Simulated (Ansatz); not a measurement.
The reference is InAs in the zinc blende structure (space group F-43m, No. 216; a = 6.110 Å).

All numbers come from r2SCAN (Ansatz, a program for electronic structure, PAW, scalar-relativistic without spin-orbit coupling).

For the base:

* **Pressure**: 0.0 kbar

The change: the cell is scaled by 0.9700 in all directions; the atoms relax in the strained cell.

Q: Predict the new pressure.

A: The pressure goes from zero to 64.8 kbar.

Q: What happens to the energy relative to the base?

A: The energy increases by 46 meV/atom.

Whether these cells are dynamically stable was not tested.
